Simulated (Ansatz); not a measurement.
Input and output of a self-consistent single point for SrGaGe (P-6m2, 3 atoms in the cell) (Ansatz, an electronic-structure program)

Level of theory: LDA (PW92), default PAW files made with PBE (plane waves; Ansatz).

Input as run:

Ansatz 0.2 input:
```yaml
crystal:
  lattice:
    - [4.25660200, 0.00000000, 0.00000000]
    - [-2.12830100, 3.68632600, 0.00000000]
    - [0.00000000, 0.00000000, 4.69755500]
  atoms:
    - { symbol: Sr, position: [0.00000000, 0.00000000, 0.00000000] }
    - { symbol: Ga, position: [0.33333300, 0.66666700, 0.50000000] }
    - { symbol: Ge, position: [0.66666700, 0.33333300, 0.50000000] }
basis:
  ecutwfc: 30.9 Ry
kpoints:
  mp_grid: { grid: [9, 9, 7] }
hamiltonian:
  xc: lda
  pseudopotentials: { kind: paw }
scf:
  occupations: { method: gaussian, width: 0.0073 Ry }
output:
  forces: true
  eigenvalues: true
  stress: true
```

The program printed (abridged):

```
WARN the atoms were moved onto the symmetric positions of the space group found under crystal.symmetry.tolerance 1.0e-5 (fractional …
WARN ansatz: RAYON_NUM_THREADS=1 ignored (pool sized by the plan → 1); use --threads N
Pseudopotentials: kind: paw
Pseudopotential: Sr, paw, valence charge 10
Pseudopotential: Ga, paw, valence charge 13
Pseudopotential: Ge, paw, valence charge 14
Crystal: 3 atoms, lattice volume = 73.710 Å³
Basis set: ecut = 420.4159175005146 eV, 1461 PW (Γ)
Bands: 23, of which v1, the nominal top of the filled ones, is band 19 counted from 1 (18 counted from 0)
Symmetry: 12 space group operations
Space group: P-6m2 (ITA 187), of the structure as read, at distance tolerance 4.2e-5 Å
k-points: 48 of 567 (time reversal used)
PAW frozen core: Sr, regenerated for the run's functional, and the local potential with it
PAW frozen core: Ga, regenerated for the run's functional, and the local potential with it
PAW frozen core: Ge, regenerated for the run's functional, and the local potential with it
Initial density: superposition of atomic densities (neutral atoms: chi_scale 0, normalization atom), corrected by the library's trained network
Initial wavefunctions: pseudopotential atomic-orbital guess
Eigensolver: davidson
Functional: x = slater, c = lda
SCF iter   1: F=—  HF=-11368.786633 eV  |F-HF|=—  |Δ(HF+E_count)|=         —  Δρ=5.53e-3  dr2=2.31e-2  ethr=1.77e-3  ⟨swp⟩=6.4  Hψ=5520  notcnv=0
all-band conjugate gradients solve this SCF's bands
preconditioner: auto → Resta (q_TF=auto, 2.432 Å⁻¹)
SCF iter   2: F=—  HF=-11368.779293 eV  |F-HF|=—  |Δ(HF+E_count)|=   7.34e-3  Δρ=2.62e-3  dr2=6.05e-3  ethr=6.24e-5  ⟨swp⟩=2.8  Hψ=2335  notcnv=0  defer=1
SCF iter   3: F=—  HF=-11368.777607 eV  |F-HF|=—  |Δ(HF+E_count)|=   1.69e-3  Δρ=6.03e-4  dr2=1.61e-4  ethr=1.64e-5  ⟨swp⟩=2.0  Hψ=1287  notcnv=0  defer=1
SCF iter   4: F=—  HF=-11368.777551 eV  |F-HF|=—  |Δ(HF+E_count)|=   5.59e-5  Δρ=1.92e-4  dr2=3.19e-5  ethr=4.35e-7  ⟨swp⟩=2.0  Hψ=1930  notcnv=0  defer=1
SCF iter   5: F=—  HF=-11368.777557 eV  |F-HF|=—  |Δ(HF+E_count)|=   5.13e-6  Δρ=7.74e-5  dr2=6.26e-6  ethr=8.61e-8  ⟨swp⟩=2.0  Hψ=1971  notcnv=0  defer=1
SCF iter   6: F=—  HF=-11368.777553 eV  |F-HF|=—  |Δ(HF+E_count)|=   3.71e-6  Δρ=2.32e-5  dr2=5.45e-7  ethr=1.69e-8  ⟨swp⟩=2.0  Hψ=1938  notcnv=0  defer=1
SCF iter   7: F=—  HF=-11368.777553 eV  |F-HF|=—  |Δ(HF+E_count)|=   1.22e-7  Δρ=1.13e-5  dr2=9.33e-8  ethr=2.70e-10  ⟨swp⟩=7.7  Hψ=5885  notcnv=0
SCF iter   8: F=-11368.777553 eV  HF=-11368.777553 eV  |F-HF|=1.75e-10  |Δ(HF+E_count)|=   5.33e-8  Δρ=1.95e-6  dr2=2.22e-9  ethr=2.52e-10  ⟨swp⟩=5.1  Hψ=4025  notcnv=0
SCF 1 converged in 8 iterations: F = -11368.777553 eV  dr2 = 2.22e-9
SCF converged after 8 iterations
Free energy (F): -11368.777553 eV
Harris-Foulkes:  -11368.777553 eV  (|F-HF|=1.75e-10)
Internal energy: -11368.772099 eV  (E = F + TS)
E sigma→0 (E₀):  -11368.774826 eV
Entropy (-TS):   -0.005454 eV (-1.818 meV/atom)
Fermi energy:    9.034465 eV
--- Per-component energies (eV) ---
  E_band       = -282.346648
  E_kinetic    = 474.390153
  E_local      = -5325.883275  (includes V_loc(G=0)·N_el)
  E_nonlocal   = 1051.574054
  E_hartree    = 2287.419262
  E_xc         = -316.544064
  E_vxc        = -286.718995  (∫ρ·V_xc dr)
  E_paw        = -6448.965879  (= ΣΔE_a)
  E_vpaw       = -770.547702  (= ΣTr[D̂ρ^β])
  E_aug_tail   = 0.000137  (compensation charges beyond the density's cutoff)
  E_ewald      = -3094.693428
  E_core_change = 3.930942  (= ΣΔE_core)
  E_smearing   = -0.005454  (= −TS)
  E_closure    = 0.000000  (closes the sum)
  Σ components = -11368.777553   (vs F -11368.777553, Δ=0.00e0)
--- Forces (eV/Å), atoms counted from 1 ---
  atom   1  Sr     0.00000000     0.00000000     0.00000000
   [... zero for the other atoms too ...]
  max |Σ_I F_I| component: 4.63e-17 eV/Å
--- Stress (GPa, compression-positive) ---
       -2.764881      -0.000000      -0.000000
       -0.000000      -2.764881       0.000000
       -0.000000       0.000000      -2.592433
  P = ⅓ Tr σ = -2.7074 GPa (-27.074 kbar)
  The stress holds the Pulay correction. Without it, at fixed plane waves, as pw.x and ABINIT print it: P = -2.7254 GPa
--- Band table (eV; the first three rows and the last of 48) ---
  k-point 0: bands = ["-26.4212", "-15.7022", "-15.7022", "-15.6372", "-15.6372", "-15.6360", "-8.5613", "-8.3940", "-8.3940", "-6.2676", "-6.2676", "-6.2265", "-6.1729", "-6.1729", "-1.9087", "7.1816", "7.6974", "7.6974", "8.0119", "8.9682", [...]
  k-point 1: bands = ["-26.4209", "-15.7022", "-15.7022", "-15.6372", "-15.6372", "-15.6359", "-8.5836", "-8.3929", "-8.3929", "-6.2685", "-6.2685", "-6.2252", "-6.1723", "-6.1723", "-1.8144", "6.3792", "7.7691", "7.7691", "8.1458", "9.7608", [...]
  k-point 2: bands = ["-26.4200", "-15.7022", "-15.7022", "-15.6374", "-15.6374", "-15.6356", "-8.6327", "-8.3904", "-8.3904", "-6.2706", "-6.2706", "-6.2221", "-6.1708", "-6.1708", "-1.5897", "5.3497", "7.9486", "7.9486", "8.3118", "10.8081", [...]
  k-point 47: bands = ["-26.4070", "-15.7031", "-15.7022", "-15.6386", "-15.6382", "-15.6318", "-8.5845", "-8.5269", "-8.5155", "-6.2862", "-6.2307", "-6.1815", "-6.1763", "-6.1705", "0.2636", "1.8832", "5.2388", "7.4002", "8.0826", "11.8128", [...]
```

The run converged in 8 iterations.

The starting cell comes from a database of computed structures (which also holds hypothetical and non-ambient phases and stackings), without a prior relaxation at this level. Its lattice was rescaled by up to half a per cent. Ansatz's pressure includes its estimate of the finite-basis (Pulay) stress.
